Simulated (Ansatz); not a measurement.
Start from GaAs in the zinc blende structure (space group F-43m, No. 216; a = 5.746 Å). Axes: x, y, z lie along the cube axes.

Computed with plane-wave PAW DFT at the PBE level (Ansatz, a program for electronic structure, 420 eV), no spin-orbit coupling, earlier PAW set.

For the base:

The valley order is Γ 0.16 eV; L along ⟨111⟩ 0.87 eV; a point along ⟨100⟩, about 0.9 Å⁻¹ from Γ 1.49 eV.

It is then changed as follows: biaxial strain −0.13 %, plane normal [111], relaxed out of plane (Cartesian); in-plane vectors clamped, the third vector and the atoms free.

**Question.** Estimate the effect on the out-of-plane strain and valley order.

**Answer.** The out-of-plane strain comes out as +0.05 %; the valley order (the lowest conduction-band minima on the path, energy above the VBM, named in the base's zone) becomes Γ 0.17 eV; L along [1-11] 0.87 eV; L along [111] 0.89 eV; a point along [100], about 0.9 Å⁻¹ from Γ 1.48 eV (base: Γ 0.16 eV; L along ⟨111⟩ 0.87 eV; a point along ⟨100⟩, about 0.9 Å⁻¹ from Γ 1.49 eV).

The levels and masses belong to the bands next to the band gap. Whether these cells are dynamically stable was not tested.
